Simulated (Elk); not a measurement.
Worked example: self-consistent single point of AgBr (Fm-3m, 2 atoms in the cell) in Elk.

Computed with Elk with PBE, all-electron FP-LAPW, Elk's shipped species files, default APW+lo basis.

```yaml
crystal:
  lattice:
    - [0.00000, 2.88500, 2.88500]
    - [2.88500, 0.00000, 2.88500]
    - [2.88500, 2.88500, 0.00000]
  atoms:
    - { symbol: Ag, position: [0.00000, 0.00000, 0.00000] }
    - { symbol: Br, position: [0.50000, 0.50000, 0.50000] }
```

Reference input (self-consistent single point, DFT, PBE, all-electron FP-LAPW, Elk's shipped species files, default APW+lo basis): xctype = 20; rgkmax = 7; stype = 3; swidth = 0.00183747 Ha; ngridk = 10 10 10. This run's input differs from it in these lines:

```diff
@@ -36,3 +36,3 @@
 ngridk
-  10 10 10
+  6 6 6
```

Log, with long lists cut:

```
│ Self-consistent loop started │
│ Loop number : 1 │
 total energy                :     -7929.48258013
│ Loop number : 2 │
 total energy                :     -7929.52592126
RMS change in Kohn-Sham potential (target) :   0.1410373310     (  0.1000000000E-05)
Absolute change in total energy (target)   :   0.4334113198E-01 (  0.1000000000E-03)
│ Loop number : 3 │
 total energy                :     -7929.41710865
RMS change in Kohn-Sham potential (target) :   0.1390848240     (  0.1000000000E-05)
Absolute change in total energy (target)   :   0.9797732965E-01 (  0.1000000000E-03)
│ Loop number : 4 │
   [... lines left out ...]
Absolute change in total energy (target)   :   0.1242704558E-02 (  0.1000000000E-03)
│ Loop number : 13 │
 total energy                :     -7924.13476087
RMS change in Kohn-Sham potential (target) :   0.6518635437E-06 (  0.1000000000E-05)
Absolute change in total energy (target)   :   0.2970788737E-03 (  0.1000000000E-03)
│ Loop number : 14 │
 total energy                :     -7924.13477795
RMS change in Kohn-Sham potential (target) :   0.9145561508E-07 (  0.1000000000E-05)
Absolute change in total energy (target)   :   0.5718478860E-04 (  0.1000000000E-03)
Convergence targets achieved

│ Loop number : 15 │

Energies :
 Fermi                       :     0.126894868441
 total energy                :     -7924.13477478

Density of states at Fermi energy :   0.9621672619E-01
 (states/Hartree/unit cell)

Estimated indirect band gap :   0.2190188016E-01
 from k-point      4 to k-point      1
Estimated direct band gap   :   0.9204436275E-01
 at k-point      1

Charges :
 core                        :    46.00000000
 valence                     :    36.00000000
 interstitial                :    2.763018201
 muffin-tins (core leakage)
  species :    1 (Ag)
   atom    1                 :    45.78057786     (  0.1350290546E-08)
  species :    2 (Br)
   atom    1                 :    33.45640394     (  0.2296794093E-04)
 total in muffin-tins        :    79.23698180
 total calculated charge     :    81.98863305
 total charge                :    82.00000000
 error                       :   0.1136695374E-01

│ Self-consistent loop stopped │
```

The run converged in 15 iterations. The count includes the last loop, which Elk runs after its targets are met. Against the reference run the free energy rises by 2.1 meV/atom and the gap on the mesh moves little (0.597 to 0.596 eV).

The starting cell has typed, rounded lattice constants, without a prior relaxation at this level. Values depend on the basis (sphere radii, cutoffs, local orbitals), which need not be converged.
